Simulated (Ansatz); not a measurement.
# Response to strain in ZnS

The reference is ZnS in the wurtzite structure (space group P6_3mc, No. 186).

```yaml
crystal:
  lattice:
    - [3.73826, 0.00000, 0.00000]
    - [-1.86913, 3.23743, 0.00000]
    - [0.00000, 0.00000, 6.14288]
  atoms:
    - { symbol: Zn, position: [0.33333, 0.66667, 0.00059] }
    - { symbol: Zn, position: [0.66667, 0.33333, 0.50059] }
    - { symbol: S, position: [0.33333, 0.66667, 0.37441] }
    - { symbol: S, position: [0.66667, 0.33333, 0.87441] }
```

Cartesian axes are those of the cell as printed.

Strains are applied to the cell and any free atomic positions relax; under biaxial strain the out-of-plane vector relaxes too.

All numbers come from LDA in Ansatz (plane waves to 420 eV, PAW, no spin-orbit coupling).

Notes on the quantities. pressure: mean of the normal stresses, compression positive.

| case | pressure | band gap | volume per atom |
|---|---|---|---|
| base | 0.00 GPa | 2.19 eV | 18.59 Å³ |
| biaxial strain −3.00 %, plane normal [001], relaxed out of plane | 3.69 GPa | 2.14 eV | 17.83 Å³ |
| biaxial strain −2.40 %, plane normal [001], relaxed out of plane | 2.91 GPa | 2.17 eV | 17.98 Å³ |
| biaxial strain −1.80 %, plane normal [001], relaxed out of plane | 2.15 GPa | 2.18 eV | 18.13 Å³ |
| biaxial strain −1.20 %, plane normal [001], relaxed out of plane | 1.41 GPa | 2.19 eV | 18.28 Å³ |
| biaxial strain −0.60 %, plane normal [001], relaxed out of plane | 0.69 GPa | 2.20 eV | 18.43 Å³ |

Whether these cells are dynamically stable was not tested.

Ansatz is an electronic-structure program.
